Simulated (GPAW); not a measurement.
GPAW run on LaAlGe (I4_1md, 6 atoms in the cell): self-consistent single point.

Computed with LDA (Perdew-Wang 92), GPAW PAW datasets LDA (gpaw-data 1.0.1) (plane waves; GPAW).

```
LaAlGe
1.0
   -2.18816     2.18816     7.37160
    2.18816    -2.18816     7.37160
    2.18816     2.18816    -7.37160
La Al Ge
2 2 2
Direct
  0.50020   0.00020   0.50000
  0.75020   0.75020   0.00000
  0.91717   0.41717   0.50000
  0.16717   0.16717   0.00000
  0.08414   0.58414   0.50000
  0.33414   0.33414   0.00000
```

Reference input (self-consistent single point, DFT LDA (Perdew-Wang 92), plane waves, GPAW PAW datasets LDA (gpaw-data 1.0.1)): mode = pw; ecut = 800 eV; xc = LDA; kpts = 5 5 5; mesh shift (steps) = 0 0 0; occupations.name = fermi-dirac; occupations.width = 0.1 eV; nbands = -14; symmetry.symmorphic = false; symmetry.tolerance = 0.0005; maxiter = 120. This run's input differs from it in these lines:

```diff
@@ -21,2 +21,3 @@
             nbands=-14,
+            convergence={'bands': 'all'},
             symmetry={'symmorphic': False, 'tolerance': 0.0005},
```

Output (repeated stretches shortened):

```
     iter     time        total  log10-change:
                         energy   eigst   dens
iter:   1 --:--:--   -34.131799   +1.28
iter:   2 --:--:--   -34.125579   +0.41  -1.13
iter:   3 --:--:--   -34.376486   +0.56  -1.14
iter:   4 --:--:--   -34.014142   -0.09  -1.43
iter:   5 --:--:--   -34.582520   +0.27  -1.64
iter:   6 --:--:--   -33.894876   -0.12  -1.33
iter:   7 --:--:--   -33.905062   -0.76  -2.10
iter:   8 --:--:--   -33.912535c  -1.09  -2.55
iter:   9 --:--:--   -33.911459c  -1.50  -2.25
iter:  10 --:--:--   -33.909756c  -1.65  -2.38
iter:  11 --:--:--   -33.909854c  -1.81  -2.93
   [... lines left out ...]
iter: 120 --:--:--   -33.909854c  -3.91  -11.73c

Did not converge!

Here are some tips:

1) Make sure the geometry and spin-state is physically sound.
2) Use less aggressive density mixing.
3) Solve the eigenvalue problem more accurately at each scf-step.
4) Use a smoother distribution function for the occupation numbers.
5) Try adding more empty states.
6) Use enough k-points.
7) Don't let your structure optimization algorithm take too large steps.
8) Solve the Poisson equation more accurately.
9) Better initial guess for the wave functions.

See details here:

    https://gpaw.readthedocs.io/documentation/convergence.html
Traceback (most recent call last):
   [... frames left out ...]
gpaw.KohnShamConvergenceError: Did not converge!  See text output for help.
```

The run ended unconverged after 120 iterations. 

The starting cell comes from a database of computed structures (which also holds hypothetical and non-ambient phases and stackings), without a prior relaxation at this level.

Cost on one core of a shared machine: roughly 20 min.
